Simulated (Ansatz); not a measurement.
Density of states of CdSe (P6_3mc) below the valence band maximum, PBEsol with spin-orbit coupling, rigid bands in Ansatz (an electronic-structure program); cell volume 112.5 Å³.

(energy from edge (eV), 10⁻³ states/eV/cell): (0.006, 18.8); (0.031, 135); (0.056, 212); (0.081, 270); (0.106, 321); (0.131, 368); (0.156, 414); (0.181, 462); (0.206, 516); (0.231, 578); (0.256, 652); (0.281, 739); (0.319, 884); (0.344, 974); (0.369, 1070); (0.394, 1160); (0.419, 1250); (0.444, 1330); (0.469, 1410); (0.494, 1500); (0.519, 1590); (0.544, 1670); (0.569, 1760); (0.594, 1850)

Question: What effective density of states at 300 K does this give (∫ g(E) exp(−E/k_BT) dE, both spins, divided by the cell's size)?

Answer: 2.2e19 cm⁻³, a density-of-states mass of 0.91 mₑ, valleys and band degeneracy included.

Geometry: cell and atoms relaxed with PBEsol.
